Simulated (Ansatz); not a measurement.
```xyz
8
Lattice="15.5000 0.0000 0.0000 0.0000 15.5000 0.0000 0.0000 0.0000 6.4066" Properties=species:S:1:pos:R:3 pbc="T T T"
K      9.9652     7.7500     0.0000
Br     7.7500    10.1412     0.0000
K      5.5348     7.7500     0.0000
Br     7.7500     5.3588     0.0000
Br    10.1412     7.7500     3.2033
K      7.7500     9.9652     3.2033
Br     5.3588     7.7500     3.2033
K      7.7500     5.5348     3.2033
```

Levels: PBE (plane waves to 420 eV, PAW; Ansatz, a program for electronic structure); Ansatz with PBE with spin-orbit coupling; r2SCAN (plane waves to 500 eV, PAW; Ansatz); HSE06 run with Ansatz. Unmarked values and the geometry are of the first. Mesh 1×1×48. No spin polarisation. One-dimensional cell, images about 11 Å apart. A hypothetical model. Only distortions within the start's symmetry and period were free. Values not marked SOC lack spin–orbit coupling. HSE06 ran on a 1×1×3 mesh and at PBE's edge points. Buckling under compression is shut out by symmetry and the short period.

### Question
Give the properties of this body.

### Answer
- largest distance between nuclei across the axis: 4.78 Å
- PBE gap: 4.54 eV, direct at Γ
- electron mass along the axis (PBE): 0.59 mₑ
- hole mass along the axis (PBE): 3.4 mₑ
- valence and conduction edges under the vacuum level (PBE): 5.99 and 1.46 eV
- PBE+SOC gap at this geometry: 4.43 eV
- r2SCAN gap at this geometry: 5.36 eV
- HSE06 gap at this geometry: 5.60 eV
- axial stiffness dF/dε: 23 nN
